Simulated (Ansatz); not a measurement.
**TiC: pressure series**

The reference is TiC in the rock salt structure (space group Fm-3m, No. 225; a = 4.333 Å).

Cell and atoms are relaxed at each pressure.

Calculations: PBE in Ansatz (plane waves to 420 eV, PAW, no spin-orbit coupling), earlier PAW set.

Notes on the quantities. enthalpy: H = E + PV relative to the base's energy.

```
case               lattice parameter a       enthalpy
-----------------  -------------------  -------------
base                           4.333 Å              –
pressure −2 GPa                    [?]  -0.13 eV/atom
pressure −1 GPa                4.338 Å  -0.06 eV/atom
pressure 0.9 GPa               4.328 Å  +0.06 eV/atom
pressure 2.1 GPa               4.321 Å  +0.13 eV/atom
pressure 4.5 GPa               4.308 Å  +0.28 eV/atom
pressure 9 GPa                 4.284 Å  +0.56 eV/atom
pressure 15 GPa                4.256 Å  +0.93 eV/atom
pressure 22.5 GPa              4.223 Å  +1.37 eV/atom
pressure 30 GPa                4.193 Å  +1.81 eV/atom
```

Fill in the withheld entries from the trend.


- pressure −2 GPa, lattice parameter a: 4.344 Å

Load acts through the strain it causes; cell and atoms are relaxed under it. Whether these cells are dynamically stable was not tested. No other phases were tried under pressure. All final runs are without spin polarisation.

Ansatz is a program for electronic structure.
